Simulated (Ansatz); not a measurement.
**BeS under a change: isotropic strain +2.00 %**

Take BeS in the zinc blende structure (space group F-43m, No. 216; a = 4.796 Å) as the base.

The change: the cell is scaled by 1.0200 in all directions, atoms relaxed at fixed cell.

Computed with LDA (Ansatz, a quantum-chemistry and plane-wave program), no spin-orbit coupling. Settings: 12×12×12 k-points, 0.05 eV Fermi–Dirac smearing.

| quantity | base | changed | shift |
|---|---|---|---|
| volume per atom | 13.79 Å³ | 14.64 Å³ | +0.844 Å³ |
| space group | F-43m (No. 216) | F-43m (No. 216) | – |
| shortest interatomic distance | 2.077 Å | 2.118 Å | +0.0415 Å |
| energy relative to the base (free energy F) | 0 meV/atom | +15 meV/atom | +15 meV/atom |
| pressure | 0.00 GPa | -5.43 GPa | -5.423 GPa |
| band gap | 2.82 eV | 2.95 eV | +0.13 eV |
| gap character | indirect, Γ → X | indirect, Γ → X | – |
| smallest direct gap | 5.49 eV | 5.40 eV | -0.09 eV |
| mean gap deformation potential ΔEg/Δln V | – | +2.1 eV | – |
| width of the top valence band | 3.57 eV | 3.29 eV | -0.286 eV |
| electron mass | 0.80 mₑ along k, 0.28 mₑ across (at X) | 0.82 mₑ along k, 0.29 mₑ across (at X) | – |
| hole mass (degenerate bands, along [100]) | 0.34, 0.53, 0.53 mₑ (at Γ) | 0.33, 0.57, 0.57 mₑ (at Γ) | – |

Effective masses come from finite differences of ±0.01 Å⁻¹. Along k means along the line from Γ to the band edge. Stability against distortions was not tested.
